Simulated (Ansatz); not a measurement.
TlBiTe2 (P4/mmm, No. 123, 4 atoms in the cell; start mp-1216532) was calculated with PBEsol+SOC (plane waves, PAW; Ansatz, a quantum-chemistry and plane-wave program).

Settings: plane-wave cutoff 520 eV, 12×12×10 k mesh (along the axes of the cell as run), Fermi–Dirac smearing 0.05 eV, PAW data made under PBE.

Cell (relaxed with PBEsol):

Space group P4/mmm (No. 123); a = 4.513 Å, b = 4.513 Å, c = 6.329 Å, α = 90.00°, β = 90.00°, γ = 90.00°

| atom | site | symmetry | x | y | z |
|---|---|---|---|---|---|
| Tl | 1a | 4/mmm | 0.0000 | 0.0000 | 0.0000 |
| Bi | 1d | 4/mmm | 0.5000 | 0.5000 | 0.5000 |
| Te | 1b | 4/mmm | 0.0000 | 0.0000 | 0.5000 |
| Te | 1c | 4/mmm | 0.5000 | 0.5000 | 0.0000 |

**Question.** What does this level give for the band gap and direct gap at Γ?

**Answer.** 
- band gap: 0.10 eV (under three smearing widths, so not firm)
- direct gap at Γ: 3.00 eV

Note: cell and atoms aren't relaxed at this level (pressure 0.2 GPa).

The computed numbers hold no vibrational or temperature effects.

Cost on a shared machine: very roughly 5 core-minutes.

A start named mp-… is a Materials Project structure, which need not be a measured phase.
